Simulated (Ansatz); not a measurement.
# AlN in the zinc blende structure (space group F-43m, No. 216)

AlN is modelled in the cubic space group F-43m (No. 216), the zinc blende structure, Pearson symbol cF8. Lattice parameters: a = b = c = 4.378 Å, α = β = γ = 90.00°. Al on 4a is surrounded by 4 N at 1.896 Å (tetrahedral). N on 4d is surrounded by 4 Al at 1.896 Å (tetrahedral). (Neighbours: up to the widest gap in distance over summed covalent radii, below 1.35, at either atom; cation-cation and far metal-metal contacts left out.)
(The calculation used a cell of 2 atoms; values per cell refer to that cell.)

The values are results of DFT with PBEsol, PAW potentials and a 420 eV plane-wave cutoff in Ansatz (a program for electronic structure), no SOC, not measurements. k-mesh 13×13×13 (Γ-centred); smearing 0.05 eV (Fermi–Dirac).

| Item | Value |
|---|---|
| Volume per atom | 10.49 Å³ |
| Density | 3.25 g/cm³ |
| Band gap | 3.19 eV, indirect, Γ → X |
| Electron mass | 0.52 mₑ along k, 0.32 mₑ across |
| Lowest conduction-band minima above the VBM | X along ⟨100⟩ 3.19 eV; Γ 4.06 eV |
| Total energy | -452.957 eV/atom (σ→0; compares only within this code and set-up) |

Masses are band curvatures over ±0.01 Å⁻¹ around the edge. Along k means along the line from Γ to the band edge. No phonon test of stability was made. This is not the structure that AlN has at room temperature and ambient pressure.
